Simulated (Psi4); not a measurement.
Psi4 1.11, B3LYP/cc-pvdz, scf_type pk: [SiH3]C1=C[C@@H]([SiH3])CC1, 19 atoms. The geometry is a generated start, not checked to be a minimum at this level.

| Quantity | Result |
|---|---|
| task | energy |
| method | b3lyp |
| basis | cc-pvdz |
| scf_type | pk |
| guess | auto, which took SAD (default) |
| diis_max_vecs | 10 (default) |
| scf_initial_accelerator | adiis (default) |
| e_convergence | 1e-06 (default) |
| d_convergence | 1e-06 (default) |
| dft_radial_points | 75 (default) |
| dft_spherical_points | 302 (default) |
| basis functions | 166 |
| grid points | 400576 |

On 4 threads. Build: conda-forge: OpenMP (LLVM), MKL, Libint2. Each setting ran once; only counts and results are compared.

Values of memory tried: 8 GB, 4 GB, 2 GB, 1 GB, 0.5 GB, 0.3 GB.

What happens as the memory setting falls?

It runs down to 0.3 GB, the lowest tried, with the same result. At 8 GB: SCF: PK in core. From 2 GB down: SCF: PK on disk.

| memory | path | peak memory |
|---|---|---|
| 8 GB | SCF: PK in core | 2.3 GiB |
| 4 GB | SCF: PK in core | 2.1 GiB |
| 2 GB | SCF: PK on disk | 1.7 GiB |
| 1 GB | SCF: PK on disk | 1.1 GiB |
| 0.5 GB | SCF: PK on disk | 0.80 GiB |
| 0.3 GB | SCF: PK on disk | 0.69 GiB |

Peak memory is the kernel's count for the largest process, libraries included and scratch files not. The peak passes the setting at 1 GB, 0.5 GB, 0.3 GB: it is no hard cap.
